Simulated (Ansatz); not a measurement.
Base system: KBr in the rock salt structure (space group Fm-3m, No. 225; a = 6.608 Å). Axes: x, y, z lie along the cube axes.

Computed with r2SCAN (Ansatz, an electronic-structure program, PAW, no SOC).

Base values:

| Quantity | Value |
|---|---|
| Band gap | 5.07 eV |
| Smallest direct gap | 5.07 eV |

Perturbation: a free-standing slab of 1 layer (2 atoms, 2 a layer) is cut normal to the z axis, with 15 Å of vacuum and the in-plane cell held at bulk; forces were under the threshold from the start, so the atoms kept their bulk positions.

**Question.** What does the calculation give for the gap character after the change?

**Answer.** The gap character amounts to indirect, M → Γ.

**Question.** Estimate the effect on the band gap.

**Answer.** The band gap increases by 0.02 eV (5.07 eV → 5.09 eV).

**Question.** Predict the new smallest direct gap.

**Answer.** The smallest direct gap grows by 0.05 eV (5.07 eV → 5.12 eV).

Semilocal Kohn–Sham gaps tend to fall short of experiment. No phonon test of stability was made. Labels are those of the standard path for the cell's own space group.
